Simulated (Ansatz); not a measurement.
Input and output of a self-consistent single point for ZrCu₅ (R3m, 6 atoms in the cell) (Ansatz, an electronic-structure program).

Method: LDA (PW92), default PAW files made with PBE (plane waves; Ansatz).

```
ZrCu5
1.0
    0.00000     3.42178     3.42178
    3.42178     0.00000     3.42178
    3.42178     3.42178     0.00000
Zr Cu
1 5
Direct
  0.00422   0.00422   0.00422
  0.75000   0.75000   0.75000
  0.37589   0.87233   0.37589
  0.37589   0.37589   0.37589
  0.87233   0.37589   0.37589
  0.37589   0.37589   0.87233
```

Reference input (self-consistent single point, DFT, LDA (PW92), plane waves, default PAW files made with PBE): basis.ecutwfc = 420 eV; kpoints.mp_grid.grid = 8 8 8; hamiltonian.xc = lda; hamiltonian.pseudopotentials = {kind: paw} (the program's default PAW files); scf.occupations.method = fermi_dirac; scf.occupations.width = 0.1 eV. This run's input differs from it in these lines:

Ansatz 0.2 input:
```diff
@@ -16,3 +16,3 @@
 kpoints:
-  mp_grid: { grid: [8, 8, 8] }
+  mp_grid: { grid: [13, 13, 13] }
 hamiltonian:
@@ -21,3 +21,3 @@
 scf:
-  occupations: { method: fermi_dirac, width: 0.1 }
+  occupations: { method: fermi_dirac, width: 0.02 }
 output:
```

Log, with long lists cut:

```
SCF iter   1: F=—  HF=-36856.818256 eV  |F-HF|=—  |Δ(HF+E_count)|=         —  Δρ=1.59e-2  dr2=8.34e-2  ethr=1.77e-3  ⟨swp⟩=5.2  Hψ=45910  notcnv=0  defer=72
all-band conjugate gradients solve this SCF's bands
preconditioner: auto → Kerker (q_TF=auto, 2.863 Å⁻¹)
SCF iter   2: F=—  HF=-36856.794784 eV  |F-HF|=—  |Δ(HF+E_count)|=   2.35e-2  Δρ=3.24e-3  dr2=1.34e-2  ethr=7.79e-5  ⟨swp⟩=2.1  Hψ=25219  notcnv=0  defer=1314
   [... lines left out ...]
SCF iter   5: F=—  HF=-36856.791578 eV  |F-HF|=—  |Δ(HF+E_count)|=   1.84e-5  Δρ=2.89e-4  dr2=4.25e-5  ethr=1.46e-7  ⟨swp⟩=2.0  Hψ=21115  notcnv=0  defer=1314
SCF iter   6: F=—  HF=-36856.791568 eV  |F-HF|=—  |Δ(HF+E_count)|=   9.54e-6  Δρ=4.66e-5  dr2=1.82e-6  ethr=3.97e-8  ⟨swp⟩=2.0  Hψ=24965  notcnv=0  defer=1314
SCF iter   7: F=—  HF=-36856.791569 eV  |F-HF|=—  |Δ(HF+E_count)|=   1.12e-6  Δρ=1.73e-5  dr2=3.78e-7  ethr=1.70e-9  ⟨swp⟩=2.0  Hψ=20232  notcnv=0  defer=1314
SCF iter   8: F=-36856.791569 eV  HF=-36856.791569 eV  |F-HF|=9.24e-8  |Δ(HF+E_count)|=   2.89e-8  Δρ=8.05e-6  dr2=8.22e-8  ethr=9.35e-11  ⟨swp⟩=7.9  Hψ=59756  notcnv=0
SCF 1 converged in 8 iterations: F = -36856.791569 eV  dr2 = 8.22e-8
Free energy (F): -36856.791569 eV
Internal energy: -36856.785701 eV  (E = F + TS)
E sigma→0 (E₀):  -36856.788635 eV
Entropy (-TS):   -0.005868 eV (-0.978 meV/atom)
Fermi energy:    16.306020 eV
--- Forces (eV/Å), atoms counted from 1 ---
  atom   1  Zr    -0.15193201    -0.15193201    -0.15193201
  atom   2  Cu     0.01309347     0.01309347     0.01309347
  atom   3  Cu     0.04794698     0.05909085     0.04794698
  atom   4  Cu    -0.01613602    -0.01613602    -0.01613602
  atom   5  Cu     0.05909085     0.04794698     0.04794698
  atom   6  Cu     0.04794698     0.04794698     0.05909085
--- Stress (GPa, compression-positive) ---
       -8.856835       0.152440       0.152440
        0.152440      -8.856835       0.152440
        0.152440       0.152440      -8.856835
  P = ⅓ Tr σ = -8.8568 GPa (-88.568 kbar)
  The stress holds the Pulay correction. Without it, at fixed plane waves, as pw.x and ABINIT print it: P = -8.9378 GPa
```

The run converged in 8 iterations. Against the reference run the free energy rises by 9.9 meV/atom, the pressure hardly changes (-8.84 to -8.86 GPa) and the largest force goes from 0.285 to 0.263 eV/Å.

The starting cell comes from a database of computed structures (which also holds hypothetical and non-ambient phases and stackings), without a prior relaxation at this level. Its lattice was rescaled by up to half a per cent. One atom was moved a little off its site on purpose. Spin polarisation is off. With a pressure of about -9 GPa the cell is away from its equilibrium volume at this level. Ansatz's pressure includes its estimate of the finite-basis (Pulay) stress.

Cost on one core of a shared machine: roughly 2 min.
